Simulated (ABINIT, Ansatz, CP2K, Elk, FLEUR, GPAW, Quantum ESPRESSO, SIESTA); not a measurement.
PbTe (Fm-3m, 2 atoms in the cell) computed with different codes at matched settings

Self-consistent single point, at a second geometry (lattice scaled by 0.98). First geometry:

```yaml
crystal:
  lattice:
    - [0.00000, 3.23000, 3.23000]
    - [3.23000, 0.00000, 3.23000]
    - [3.23000, 3.23000, 0.00000]
  atoms:
    - { symbol: Te, position: [0.50000, 0.50000, 0.50000] }
    - { symbol: Pb, position: [0.00000, 0.00000, 0.00000] }
```

Shared settings, as Ansatz (a quantum-chemistry and plane-wave program) writes them: kpoints.mp_grid.grid = 9 9 9; scf.occupations.method = fermi_dirac; scf.occupations.width = 0.01 eV. Potentials and cutoffs stand in the table.

```csv
code,model,ΔF from the first geometry (meV/atom),pressure (GPa),cutoff
GPAW,"PBE, GPAW PAW datasets PBE (gpaw-data 1.0.1)",42.4,5.15,600 eV
Ansatz,"PBE, default PAW files",46.3,5.46,420 eV
Elk,"PBE, all-electron FP-LAPW, Elk's shipped species files, APW+lo basis with extra local orbitals",47.5,–,rgkmax 7.5
SIESTA,"GGA PBE, numerical atomic orbitals DZP, PseudoDojo PBE standard norm-conserving potentials (rewritten from UPF to PSML)",53.7,6.12,grid 300 Ry
ABINIT,"PBE, norm-conserving pseudopotentials (PseudoDojo nc-sr-05 PBE standard)",45.0,5.36,41 Ha
CP2K,"PBE, GPW, DZVP-MOLOPT-SR-GTH basis, GTH-PBE potentials (GTH_POTENTIALS)",46.1,5.48,grid 400 Ry
FLEUR,"PBE, all-electron FLAPW (FLEUR), scalar-relativistic valence",47.3,–,Kmax 3.8 1/bohr
Quantum ESPRESSO,"PBE, SSSP 1.1.2 efficiency (PBE) pseudopotentials",45.6,5.35,55 Ry
```

A dash marks a value that a program does not give, or that is left out as unsure.

On Ansatz's run: spin-orbit coupling is off.

The spread over the programs that give each value: ΔF from the first geometry within 11.3 meV/atom; pressure within 0.97 GPa.

SIESTA and CP2K use small atom-centred bases, whose incompleteness enters pressures, forces and empty levels differently from a plane-wave cutoff. Elk and FLEUR treat all electrons, but the usual bases taken here (sphere radii, linearisation, local orbitals, empty states) were not tested for convergence, so the values are no reference for the others. Ansatz's pressure is given at a fixed set of plane waves, as the other plane-wave codes print theirs.

This mesh misses zone-boundary points where a band edge of such crystals can lie, so no gaps are given.

The starting cell has typed, rounded lattice constants, without a prior relaxation at this level. For this run, on top of that: lattice scaled by 0.98.

Keys are those of Ansatz 0.2.
